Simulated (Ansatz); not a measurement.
Defect migration in hcp Ru: Ti-vacancy pair (Ti on one host Ru site, one Ru site vacant), neutral cell. The step: direct exchange of Ti with the vacancy (Ti-vacancy distance between ideal sites 2.72 Å throughout); the atom moves 2.58 Å along (-0.95, 0.00, 0.00) of the unit cell; the moving atom starts with neighbours 2 Ru at 2.66, 5 Ru at 2.70, Ru at 2.73, Ru at 2.76, Ru at 2.77, Ru at 2.81 Å and ends with 2 Ru at 2.66, 5 Ru at 2.70, Ru at 2.73, Ru at 2.76, Ru at 2.77, Ru at 2.81 Å. DFT values are from Ansatz (plane-wave PAW, 420 eV unless said) in a cell of 36 host sites, spin-restricted, static, with no finite-size correction. Forms of the defect that were not tried may lie lower. The start lies 0.036 eV above the lowest site run (PBE). For the PBE band: the program found a first-order saddle point.

| Level | Forward barrier (eV) | Cost of the band or of the saddle's single point |
|---|---|---|
| CHGNet universal potential (has no charge state), its own band | 0.25 | - |
| PBE, a 2×2×2 k-point mesh shifted by half a step along c, band relaxed | 1.07 | roughly 60 core-minutes |
| PBE, a 4×4×4 k-point mesh shifted by half a step along c, same geometries | 1.03 | very roughly 7 core-minutes |

Ansatz is a quantum-chemistry and plane-wave program.
